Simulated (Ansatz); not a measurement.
The starting structures come from a database of crystals and need not be the phases stable at ambient conditions.

 Where the default PAW files enter, the runs use the earlier of Ansatz's two default sets.

```
CdMgTe2
1.0
    4.61362     0.00000     0.00000
    0.00000     4.61362     0.00000
    0.00000     0.00000     6.49047
Mg Cd Te
1 1 2
Direct
  0.50000   0.50000   0.50000
  0.00000   0.00000   0.00000
  0.00000   0.50000   0.25545
  0.50000   0.00000   0.74455
```

Space group of this cell: P-4m2. The cell is taken as given; by PBEsol its mean pressure is -0.9 GPa.

These are PBEsol (plane waves, PAW; Ansatz, a first-principles code) values and carry that method's errors.

The current runs along the normal of the first two printed vectors; no spin-orbit coupling. Scaled by the factor s: both lengths across the current (ions clamped). The meshes follow the cell: 8×8×6 and 8×8 across at s = 0.98, 8×8×6 and 8×8 across at s = 1.00, 6×6×6 and 6×6 across at s = 1.02.

```json
[
 {"s": "0.98", "mean pressure (GPa)": "0.7", "slowest mid-gap decay constant κ (1/Å)": "?"},
 {"s": "1.00", "mean pressure (GPa)": "-0.9", "slowest mid-gap decay constant κ (1/Å)": "0.107"},
 {"s": "1.02", "mean pressure (GPa)": "-2.1", "slowest mid-gap decay constant κ (1/Å)": "0.097"}
]
```

Task: Take the slope of the slowest mid-gap decay constant κ against ln s from the two given rows, extrapolate to s = 0.98, and say what the run there gives.

Result: Slope = (0.097 − 0.107) / ln 1.02 = -0.505 1/Å. The line gives 0.107 + (-0.505) × ln 0.98 = 0.117 1/Å. The run gives 0.117 1/Å, as the line does.
